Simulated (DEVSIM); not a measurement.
System: illuminated Ge n-on-p cell, one wavelength, with a back-surface field, at 400 K.

Layer 1 from the left is Ge, thickness (μm) 0.610, Nd (cm⁻³) 3.2e18, τn (s) 4.8e-7, τp (s) 8.4e-7, absorption coefficient (cm⁻¹) 1100. Layer 2 from the left is Ge, thickness (μm) 31.0, Na (cm⁻³) 2.9e15, τn (s) 2.2e-6, τp (s) 2.2e-6, absorption coefficient (cm⁻¹) 1100. Layer 3 from the left is Ge, thickness (μm) 0.270, Na (cm⁻³) 2.1e18, τn (s) 2.2e-6, τp (s) 2.2e-6, absorption coefficient (cm⁻¹) 1100.

Left contact: ohmic, minority hole recombination velocity 3000 cm/s. Right contact: ohmic, minority electron recombination velocity 2e6 cm/s. Voltage is applied to the left contact. Recombination: SRH at mid-gap, radiative, Auger. Light enters at the left, 4.5e17 photons cm⁻² s⁻¹, one pass, no reflection. Mobility is μmin + (μ − μmin)/(1 + (N/Nref)^α).

The device is made up for the run: typed textbook-type constants, with dimensions and the other settings drawn at random. Values at 300 K; Nc and Nv go as T^1.5, mobilities as T to minus their exponent, the gap by Varshni's rule with the affinity fixed.

Ge: gap (eV) 0.664, affinity (eV) 4, permittivity 16, Nc (cm⁻³) 1.04e19, Nv (cm⁻³) 6e18, μn (cm²/Vs) 3900, μp (cm²/Vs) 1900, μn,min 150, μp,min 100, Nref,n 2.6e17, Nref,p 4e17, αn 0.56, αp 0.6, T exponent of μn 1.66, T exponent of μp 2.33, B (cm³/s) 6.4e-14, Cn (cm⁶/s) 1e-31, Cp (cm⁶/s) 1e-31, Varshni α (eV/K) 0.000477, Varshni β (K) 235.

DEVSIM, 1D drift-diffusion, Boltzmann statistics, complete ionisation; no tunnelling, impact ionisation, image-force lowering or self-heating.

### Question
What does the simulation give for the dark forward voltage at 1 A/cm², the potential step across the device at zero bias, the dark forward voltage at 100 A/cm²?

### Answer
dark forward voltage at 1 A/cm² 0.077 V; potential step across the device at zero bias 0.517 V; dark forward voltage at 100 A/cm² 0.255 V.
